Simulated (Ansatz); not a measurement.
**PBE against r2SCAN: Mo, isotropic strain −2.32 %**

Base system: Mo in the bcc (W type) structure (space group Im-3m, No. 229; a = 3.161 Å; relaxed with 0.1 eV smearing).

(Cell as relaxed with PBE.)

Levels (all Ansatz, a program for electronic structure, PAW, earlier PAW set): PBE (420 eV, no spin-orbit coupling); r2SCAN (500 eV, scalar-relativistic without spin-orbit coupling).

Each level relaxes its own structure.

```csv
base,PBE,r2SCAN
volume per atom,15.79 Å³,15.65 Å³
lattice parameter a,3.161 Å,3.151 Å
band gap,zero,zero
```

One thing is altered: the cell is scaled by 0.9768 in all directions; the atoms relax in the strained cell.

| quantity | PBE | r2SCAN |
|---|---|---|
| pressure | 21.2 GPa | (withheld) |
| energy relative to the base (free energy F) | +67 meV/atom | (withheld) |
| band gap | zero | (withheld) |

Predict the r2SCAN column.


- pressure, r2SCAN: 22.2 GPa
- energy relative to the base (free energy F), r2SCAN: +69 meV/atom
- band gap, r2SCAN: zero

PBE's pressure lies 1.0 GPa below r2SCAN's; PBE's energy relative to the base lies 2.5 meV/atom below r2SCAN's; the two agree on the band gap. Neither level is exact; r2SCAN is the comparison here, not a measurement.

No phonon test of stability was made. The final runs are not spin-polarised.
